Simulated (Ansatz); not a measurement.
Structures of equal composition on the (111) surface of fcc Ni, ferromagnetic: a layer of Ge in place of the second plane; a layer of Ge in place of the third plane. The slabs share one bottom face, and each structure is named by its start. These are constructed structures in small cells; real faces may alloy, dewet or reconstruct in larger ones, and not all known structures of the face are among them. Slabs of about 10 Å with all that they carry, Fermi-Dirac smearing of 0.1 eV. Bottom of the slabs: a bare face, its two planes held. Relaxed from the named starts with such symmetry as they have, on meshes of like density; energies extrapolated to zero smearing; no spin-orbit coupling, no U. Spin-polarised runs, if any, are marked in brackets, and their order is one that fits the cell; the others ran without spin. Where a second, spin-polarised start was run, the lower counts.

Calculation: PBE (plane waves to 420 eV, PAW; Ansatz, an electronic-structure program).

Q: Rank these by energy per 1x1 cell (lowest first), as PBE gives it.

A: a layer of Ge in place of the second plane (0.000 eV [spin, 2.3 μB a cell]), a layer of Ge in place of the third plane (0.050 eV [spin, 2.4 μB a cell])
